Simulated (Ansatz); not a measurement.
Here is the system:

```yaml
crystal:
  lattice:
    - [-0.00849, 1.95446, 1.95446]
    - [1.95446, -0.00849, 1.95446]
    - [1.95446, 1.95446, -0.00849]
  atoms:
    - { symbol: Pt, position: [0.00000, 0.00000, 0.00000] }
```

All values below come from PBEsol, rigid bands (plane waves, PAW, scalar-relativistic; Ansatz, an electronic-structure program). Condition of this run: uniaxial stress along [111] of 1 GPa (compression positive) (the target of the relaxation). Cell: cell and atoms relaxed with PBEsol, then loaded as said.

Q: Predict the product ρ₀λ of resistivity and mean free path that follows from the Fermi surface's area.

A: 3.4 ×10⁻¹⁶ Ω·m².

Q: And the Drude plasma energy and the root-mean-square Fermi velocity at 300 K?

A: 8.9 eV; 4.8e5 m/s.

A metal at this level (no band gap); rigid bands, thermally averaged at 300 K, both spins. Spin-orbit coupling is left out, which matters with elements this heavy. τ is one relaxation time for all states; the product of resistivity and mean free path takes one path for all states instead.
